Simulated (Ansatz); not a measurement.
**WC: energy against strain**

WC (WC type, P-6m2, 10.288 Å³/atom at rest, c along z) under an equal strain ε in the (0001) plane with the normal axis free, as in a coherent film. PBEsol in Ansatz, a plane-wave DFT program (PAW, default set), 420 eV, 23×23×20 Γ-centred mesh, Fermi-Dirac smearing 0.10 eV; ions are relaxed within the symmetry of each cell.

Here s stands for strain and y for E less E0.

| strain (%) | E less E0 (meV/atom) |
|---|---|
| -1.50 | 13.43 |
| -1.00 | 5.85 |
| -0.50 | 1.41 |
| 0.00 | 0.00 |
| 0.50 | 1.50 |
| 1.00 | 5.81 |
| 1.50 | 12.82 |
| 3.00 | ? |

Q: Using a parabola, estimate the missing y at s = 3.00 from the other rows, showing the fit.

A: Least squares gives y = -0.003 - 0.1300·s + 5.8343·s². Residuals (row less fit): 0.111, -0.111, -0.111, 0.003, 0.109, 0.109, -0.109; standard error 0.135 (degrees of freedom: 4). Twice the quadratic coefficient over the volume, 2 × 5.8343 meV × 10⁴ × 0.1602 / 10.288 Å³, is twice the biaxial elastic modulus of this plane = 1817 ± 18 GPa. At the withheld row, y = -0.003 - 0.1300 × 3.0 + 5.8343 × 3.0² = 52.116 meV/atom. The calculation gives 49.10 meV/atom, 3.016 meV/atom below the prediction (6.1 % of the range of y in the table). The row lies outside the fitted rows, so this is an extrapolation. From the scatter of the fitted rows alone, a prediction at this place has a standard error of 0.515 meV/atom, so the miss is 5.9 times that.

One order more, fitted to all 13 runs of the series, follows each within 0.02, so the miss is the next term of a smooth law. In a metal these values are sensitive to mesh and smearing; energies are taken to zero smearing, stresses follow the free energy. Rows are the converged runs of the series near zero and its far end; series whose fitted rows scatter by over a few per cent of the range, as at a crossing or softening among them, aren't shown in this form. Most that stay on the fit to the last digits aren't either.
